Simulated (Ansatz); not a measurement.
## BN (model structure, started from the MgO type, Pm-3n, No. 223, 12 atoms in the cell): lattice constant a by level of theory

No measured value is used here.

```json
[
 {"level (code)": "LDA (Ansatz)", "value (Å)": "4.388"},
 {"level (code)": "PBE (Ansatz)", "value (Å)": "[?]"},
 {"level (code)": "PBE-D3(BJ) (Ansatz)", "value (Å)": "4.421"},
 {"level (code)": "r²SCAN (Ansatz)", "value (Å)": "4.420"},
 {"level (code)": "r²SCAN+rVV10 (Ansatz)", "value (Å)": "4.417"}
]
```

Question: Some entries are withheld; supply them.

Answer: 
- PBE (Ansatz, a program for electronic structure), value (Å): 4.440

Cutoffs differ between the levels. Ansatz's density-functional and Hartree–Fock values are scalar-relativistic unless marked +SOC, with PAW data made under PBE.

A model structure was made by putting elements into a prototype or built by hand; it is no filed structure, need not be a known phase, and can be a saddle point held by its symmetry.
